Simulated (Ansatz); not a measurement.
Consider InSb in the rock salt structure (space group Fm-3m, No. 225; a = 6.0346 Å; a model cell, its experimental status unchecked).

It is then changed as follows: cell and atoms relaxed at a pressure of 0.7 GPa.

Levels (all Ansatz, a first-principles code, PAW): PBEsol (420 eV, no spin-orbit coupling); r2SCAN (500 eV, no spin-orbit coupling).

The geometry is relaxed with PBEsol.

```
Quantity          Result
---------------  -------
PBEsol pressure  0.7 GPa
```

Task: How does going to r2SCAN change the pressure?

Result: The pressure rises by 1.6 GPa (0.7 GPa → 2.3 GPa).

Single points use the geometry relaxed with PBEsol. Their cutoffs differ, which shifts pressures a little. Load acts through the strain it causes; cell and atoms are relaxed under it. Whether these cells are dynamically stable was not tested. All final runs are without spin polarisation. This is not the structure that InSb has at room temperature and ambient pressure.
